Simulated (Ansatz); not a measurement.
**The (111)A surface of zinc-blende AlAs, Al-terminated, 2x2 with 3 H on 4 top atoms (bottom of the slab: 3 H on 4 bottom sites)**

Method: PBE (plane waves to 420 eV, PAW; Ansatz, a first-principles code).

Set-up: 38 atoms, 13.9 Å thick at the start with caps and adatoms (thin: gaps and levels are the slab's own); mesh 3x3x1; 0.025 eV smearing; dipole correction on; 8 atoms held, the rest relaxed; held to the start's symmetry, so lower structures may exist; no spin, no spin-orbit, no U.

```yaml
gap_of_the_slab_on_its_k_mesh: 1.36 eV
highest_filled_level_below_the_top_vacuum_level: 5.98 eV
energy_released_by_relaxation: 1.08 eV
cost: roughly 5 core-minutes
```
